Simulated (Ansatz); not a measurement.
The reference is Si in the diamond structure (space group Fd-3m, No. 227; a = 5.444 Å). Axes: x, y, z lie along the cube axes.

The values are results of Ansatz (an electronic-structure program) r2SCAN, no spin-orbit coupling, not measurements.

For the base:

The pressure is 0.00 GPa and the band gap is 0.78 eV.

One thing is altered: biaxial strain −0.42 %, plane normal [111], relaxed out of plane (Cartesian); in-plane vectors clamped, the third vector and the atoms free.

Task: What does the calculation give for the pressure after the change?

Result: The pressure (mean of the normal stresses, compression positive) goes from zero to 0.65 GPa.

Task: Estimate the effect on the band gap.

Result: The band gap shrinks by 0.033 eV to 0.74 eV.

Stability against distortions was not tested.
